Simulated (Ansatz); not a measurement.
A self-consistent single point of AlGaN2 (P3m1, 4 atoms in the cell) with Ansatz (an electronic-structure program).

Method: LDA (PW92), default PAW files made with PBE (plane waves; Ansatz).

The change in words: lattice scaled by 0.98; kpoints.mp_grid.grid: 9 9 5 → 21 21 12. Reference geometry:
```
AlGaN2
1.0
    3.12955     0.00000     0.00000
   -1.56478     2.71027     0.00000
    0.00000     0.00000     5.07141
Al Ga N
1 1 2
Direct
  0.00000   0.00000   0.00912
  0.66667   0.33333   0.49717
  0.66667   0.33333   0.11180
  0.00000   0.00000   0.62816
```

Reference input (self-consistent single point, DFT, LDA (PW92), plane waves, default PAW files made with PBE): basis.ecutwfc = 420 eV; kpoints.mp_grid.grid = 9 9 5; hamiltonian.xc = lda; hamiltonian.pseudopotentials = {kind: paw} (the program's default PAW files); scf.occupations.method = fixed. This run's input differs from it in these lines:

Ansatz 0.2 input:
```diff
@@ -2,5 +2,5 @@
   lattice:
-    - [3.129554, 0.000000, 0.000000]
-    - [-1.564777, 2.710273, 0.000000]
-    - [0.000000, 0.000000, 5.071406]
+    - [3.066963, 0.000000, 0.000000]
+    - [-1.533481, 2.656068, 0.000000]
+    - [0.000000, 0.000000, 4.969978]
   atoms:
@@ -14,3 +14,3 @@
   mp_grid:
-    grid: [9, 9, 5]
+    grid: [21, 21, 12]
 hamiltonian:
```

Output, abridged:

```
SCF iter   1: F=—  HF=-4971.843163 eV  |F-HF|=—  |Δ(HF+E_count)|=         —  Δρ=1.18e-2  dr2=5.77e-2  ethr=1.77e-3  ⟨swp⟩=5.0  Hψ=39732  notcnv=0  defer=971
all-band conjugate gradients solve this SCF's bands
preconditioner: auto → none
SCF iter   2: F=—  HF=-4971.827766 eV  |F-HF|=—  |Δ(HF+E_count)|=   1.54e-2  Δρ=5.71e-3  dr2=8.29e-3  ethr=2.22e-4  ⟨swp⟩=2.2  Hψ=17410  notcnv=0  defer=1038
SCF iter   3: F=—  HF=-4971.825134 eV  |F-HF|=—  |Δ(HF+E_count)|=   2.63e-3  Δρ=1.67e-3  dr2=5.10e-4  ethr=3.19e-5  ⟨swp⟩=2.0  Hψ=14641  notcnv=0  defer=1041
SCF iter   4: F=—  HF=-4971.824947 eV  |F-HF|=—  |Δ(HF+E_count)|=   1.87e-4  Δρ=5.97e-4  dr2=8.78e-5  ethr=1.96e-6  ⟨swp⟩=2.8  Hψ=16002  notcnv=0  defer=1042
SCF iter   5: F=—  HF=-4971.824913 eV  |F-HF|=—  |Δ(HF+E_count)|=   3.48e-5  Δρ=1.14e-4  dr2=3.68e-6  ethr=3.38e-7  ⟨swp⟩=2.0  Hψ=15298  notcnv=0  defer=282
SCF iter   6: F=—  HF=-4971.824912 eV  |F-HF|=—  |Δ(HF+E_count)|=   7.27e-7  Δρ=3.75e-5  dr2=6.53e-7  ethr=1.41e-8  ⟨swp⟩=2.1  Hψ=14381  notcnv=0  defer=280
SCF iter   7: F=-4971.824912 eV  HF=-4971.824912 eV  |F-HF|=6.61e-9  |Δ(HF+E_count)|=   1.80e-7  Δρ=1.00e-5  dr2=2.21e-8  ethr=3.85e-10  ⟨swp⟩=5.0  Hψ=50504  notcnv=0
SCF 1 converged in 7 iterations: F = -4971.824912 eV  dr2 = 2.21e-8
Free energy (F): -4971.824912 eV
Internal energy: -4971.824912 eV  (E = F + TS)
E sigma→0 (E₀):  -4971.824912 eV
Fermi energy:    9.356897 eV
--- Forces (eV/Å), atoms counted from 1 ---
  atom   1  Al    -0.00000000     0.00000000    -1.03007024
  atom   2  Ga     0.00000000    -0.00000000     0.38859618
  atom   3  N      0.00000000     0.00000000     0.39401893
  atom   4  N     -0.00000000     0.00000000     0.24748537
--- Stress (GPa, compression-positive) ---
       12.990182       0.000000       0.000000
        0.000000      12.990182       0.000000
        0.000000       0.000000       8.678489
  P = ⅓ Tr σ = 11.5530 GPa (115.530 kbar)
  The stress holds the Pulay correction. Without it, at fixed plane waves, as pw.x and ABINIT print it: P = 10.8687 GPa
```

The run converged in 7 iterations. Against the reference run the free energy rises by 17.3 meV/atom, the pressure goes from -2.09 to 11.55 GPa, the largest force goes from 0.957 to 1.030 eV/Å and the gap on the mesh goes from 2.935 to 3.378 eV.

The starting cell comes from a database of computed structures (which also holds hypothetical and non-ambient phases and stackings), without a prior relaxation at this level. Its lattice was rescaled by up to half a per cent. One atom was moved a little off its site on purpose. For this run, on top of that: lattice scaled by 0.98. With a pressure of about 12 GPa the cell is away from its equilibrium volume at this level. Forces in this geometry exceed 1 eV/Å. Ansatz's pressure includes its estimate of the finite-basis (Pulay) stress. Without the estimate this run gives 10.87 GPa.

Cost on one core of a shared machine: roughly 30 s.
